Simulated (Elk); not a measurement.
Band structure of NiPt3 (Pm-3m, 4 atoms in the cell).

```yaml
crystal:
  lattice:
    - [3.83846, 0.00000, 0.00000]
    - [0.00000, 3.83846, 0.00000]
    - [0.00000, 0.00000, 3.83846]
  atoms:
    - { symbol: Ni, position: [0.00000, 0.00000, 0.00000], spin: 2.0 }
    - { symbol: Pt, position: [0.00000, 0.50000, 0.50000] }
    - { symbol: Pt, position: [0.50000, 0.00000, 0.50000] }
    - { symbol: Pt, position: [0.50000, 0.50000, 0.00000] }
```
(The spins are starting values, not results.)

Method of the run: PBEsol, all-electron FP-LAPW, Elk's shipped species files, default APW+lo basis (Elk).

Settings: xctype = 22; spinpol = true; rgkmax = 7; stype = 0; swidth = 0.00367493 Ha; ngridk = 9 9 9; reducebf = 0.8; nempty = 10 per atom; bfcmt = [[0.0, 0.0, -1.0], [0.0, 0.0, 0.0], [0.0, 0.0, 0.0], [0.0, 0.0, 0.0]].

The starting cell comes from a database of computed structures (which also holds hypothetical and non-ambient phases and stackings), without a prior relaxation at this level. Its lattice was rescaled by a random factor within 2.5 % of one. Spin-orbit coupling is off. With one magnetic atom in the cell only a parallel order is possible. Values depend on the basis (sphere radii, cutoffs, local orbitals), which need not be converged.

Levels in eV from the Fermi level, bands 50 to 57 of the first spin channel:
```json
[
 {"point": "Γ", "50": "-0.35", "51": "0.24", "52": "0.70", "53": "0.70", "54": "0.70", "55": "1.79", "56": "1.79", "57": "1.79"},
 {"point": "X", "50": "-1.78", "51": "-1.55", "52": "-1.02", "53": "-0.74", "54": "-0.36", "55": "0.72", "56": "7.21", "57": "7.73"},
 {"point": "M", "50": "-1.68", "51": "-1.57", "52": "-1.57", "53": "-1.47", "54": "0.49", "55": "1.42", "56": "2.19", "57": "2.19"},
 {"point": "R", "50": "-0.55", "51": "-0.55", "52": "-0.48", "53": "-0.34", "54": "-0.34", "55": "0.25", "56": "0.25", "57": "0.25"}
]
```

Bands cross the Fermi level along this path, so the cell is metallic at this level.

The net moment of the cell came out as 1.27 μB.
